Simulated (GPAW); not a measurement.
## Input and output of a self-consistent single point for Ru (P6_3/mmc, 4 atoms in the cell) (GPAW)

Computed with PBE, GPAW PAW datasets PBE (gpaw-data 1.0.1) (plane waves; GPAW 25.7.0).

The input file:

```python
from ase import Atoms
from ase.units import GPa
from gpaw import GPAW

atoms = Atoms(['Ru', 'Ru', 'Ru', 'Ru'],
              cell=[[2.669426, 0.000000, 0.000000],
                    [-1.334713, 2.311791, 0.000000],
                    [0.000000, 0.000000, 8.588898]],
              scaled_positions=[[0.000000, 0.000000, 0.000000],
                                [0.000000, 0.000000, 0.500000],
                                [0.333333, 0.666667, 0.250000],
                                [0.666667, 0.333333, 0.750000]],
              pbc=True)

calc = GPAW(mode={'name': 'pw', 'ecut': 550},
            xc='PBE',
            kpts=(11, 11, 3),
            occupations={'name': 'methfessel-paxton', 'width': 0.1, 'order': 1},
            nbands=-8,
            convergence={'density': 1e-05, 'energy': 1e-05},
            symmetry={'symmorphic': False, 'tolerance': 0.0005},
            maxiter=100,
            txt='-')

atoms.calc = calc

energy = atoms.get_potential_energy()
print('Energy (eV):', round(energy, 6))
forces = atoms.get_forces()
print('Forces (eV/Ang):')
print(forces.round(5))
stress = atoms.get_stress()
print('Stress (GPa, Voigt):', (stress / GPa).round(4))
```

Output, abridged:

```
Input parameters:
  convergence: {density: 1e-05,
                energy: 1e-05}
  kpts: [11 11  3]
  maxiter: 100
  mode: {ecut: 550,
         name: pw}
  nbands: -8
  occupations: {name: methfessel-paxton,
                order: 1,
                width: 0.1}
  symmetry: {symmorphic: False,
             tolerance: 0.0005}
  xc: PBE

species:
  Ru:
    name: Ruthenium
    Z: 44.0
    valence: 16
    core: 28
    charge: 0.0
    file: Ru.PBE.gz

    # Using partial waves for Ru as LCAO basis

Reference energy: -492980.499932  # eV

Spin-paired calculation

Convergence criteria:
 Maximum [total energy] change in last 3 cyles: 1e-05 eV / valence electron
 Maximum integral of absolute [dens]ity change: 1e-05 electrons / valence electron
 Maximum integral of absolute [eigenst]ate change: 4e-08 eV^2 / valence electron
 Maximum number of scf [iter]ations: 100

Symmetries present (total): 24
Symmetries with fractional translations: 12
363 k-points: 11 x 11 x 3 Monkhorst-Pack grid
32 k-points in the irreducible part of the Brillouin zone
       k-points in crystal coordinates                weights
   0:     0.00000000    0.00000000    0.00000000          1/363
   1:     0.00000000    0.00000000    0.33333333          2/363
   2:     0.09090909    0.00000000    0.00000000          6/363
   [... 7 lines left out ...]
          ...
  31:     0.45454545    0.45454545    0.33333333         12/363

Wave functions: Plane wave expansion
  Cutoff energy: 550.000 eV
  Number of coefficients (min, max): 1519, 1571
  Pulay-stress correction: 0.000000 eV/Ang^3 (de/decut=0.000000)

Occupation numbers: Methfessel-Paxton:
  width: 0.1000  # eV
  order: 1

Eigensolver

Densities:
  Coarse grid: 15*15*48 grid
  Fine grid: 30*30*96 grid
  Total Charge: 0.000000

Density mixing:
  Method: separate
  Backend: pulay
  Linear mixing parameter: 0.05
  old densities: 5
  Damping of long wavelength oscillations: 50

Hamiltonian:
  XC and Coulomb potentials evaluated on a 30*30*96 grid
  External potential:
    NoExternalPotential

XC parameters: PBE with 2 nearest neighbor stencil

Number of atoms: 4
Number of atomic orbitals: 52
Number of bands in calculation: 40
Number of valence electrons: 64
Bands to converge: occupied

Density initialized from atomic densities
  40 bands from LCAO basis set

Atomic positions and initial magnetic moments

Positions:
   0 Ru     0.000000    0.000000    0.000000    ( 0.0000,  0.0000,  0.0000)
   1 Ru     0.000000    0.000000    4.294449    ( 0.0000,  0.0000,  0.0000)
   2 Ru    -0.000001    1.541195    2.147225    ( 0.0000,  0.0000,  0.0000)
   3 Ru     1.334714    0.770596    6.441674    ( 0.0000,  0.0000,  0.0000)

Unit cell:
           periodic     x           y           z      points  spacing
  1. axis:    yes    2.669426    0.000000    0.000000    15     0.1541
  2. axis:    yes   -1.334713    2.311791    0.000000    15     0.1541
  3. axis:    yes    0.000000    0.000000    8.588898    48     0.1789

  Lengths:   2.669426   2.669426   8.588898
  Angles:   90.000000  90.000000 119.999997

Effective grid spacing dv^(1/3) = 0.1699

     iter     time        total  log10-change:
                         energy   eigst   dens
iter:   1 --:--:--   -40.475165
iter:   2 --:--:--   -39.977711   -1.38  -1.32
iter:   3 --:--:--   -41.738723   -0.18  -1.34
iter:   4 --:--:--   -37.963050   -1.28  -1.33
iter:   5 --:--:--   -37.780288   -2.50  -1.75
iter:   6 --:--:--   -37.439408   -1.69  -1.85
iter:   7 --:--:--   -37.442216   -3.21  -3.15
iter:   8 --:--:--   -37.440382   -4.79  -2.94
iter:   9 --:--:--   -37.439750   -4.97  -3.13
iter:  10 --:--:--   -37.439485   -4.84  -3.36
iter:  11 --:--:--   -37.439496c  -6.84  -3.89
iter:  12 --:--:--   -37.439481c  -6.29  -3.93
iter:  13 --:--:--   -37.439477c  -6.93  -4.34
iter:  14 --:--:--   -37.439478c  -7.70c -4.49
iter:  15 --:--:--   -37.439478c  -8.91c -4.73
iter:  16 --:--:--   -37.439477c  -8.41c -4.89
iter:  17 --:--:--   -37.439477c  -9.42c -5.07c

Converged after 17 iterations.

Dipole moment: (0.000000, -0.000000, -0.000000) |e|*Ang

Energy contributions relative to reference atoms: (reference = -492980.499932)

Kinetic:         +2.113760
Potential:      -14.450620
External:        +0.000000
XC:             -24.351828
Entropy (-ST):   +0.003326
Local:           -0.753007
SIC:             +0.000000
--------------------------
Free energy:    -37.438369
Extrapolated:   -37.439477

Showing only first 2 kpts
 Kpt  Band  Eigenvalues  Occupancy
  0    30     11.66151    2.00000
  0    31     13.01558    2.00000
  0    32     13.01559    2.00000
  0    33     13.77121    1.29350

  1    30     12.32016    2.00000
  1    31     13.25166    2.00000
  1    32     13.25167    2.00000
  1    33     13.62340    2.04114

Fermi level: 13.78885

No gap
No difference between direct/indirect transitions
Energy (eV): -37.439477

Forces in eV/Ang:
  0 Ru   -0.00000   -0.00000    0.00000
  1 Ru   -0.00000   -0.00000    0.00000
  2 Ru    0.00000   -0.00000   -0.00000
  3 Ru   -0.00000    0.00000   -0.00000

Stress tensor:
    -0.079065    -0.000000     0.000000
    -0.000000    -0.079065     0.000000
     0.000000     0.000000    -0.084926
Stress (GPa, Voigt): [-12.6676 -12.6676 -13.6066   0.       0.      -0.    ]
```

The run converged in 17 iterations. GPAW prints stress with tension positive.

The starting cell was generated: these elements placed on a structure prototype, without a prior relaxation; it need not be a known phase or ordering of this composition. Its lattice was rescaled by a random factor within 2.5 % of one. Spin polarisation is off. With a pressure of about 13 GPa the cell is away from its equilibrium volume at this level.

Cost on one core of a shared machine: roughly 40 s.
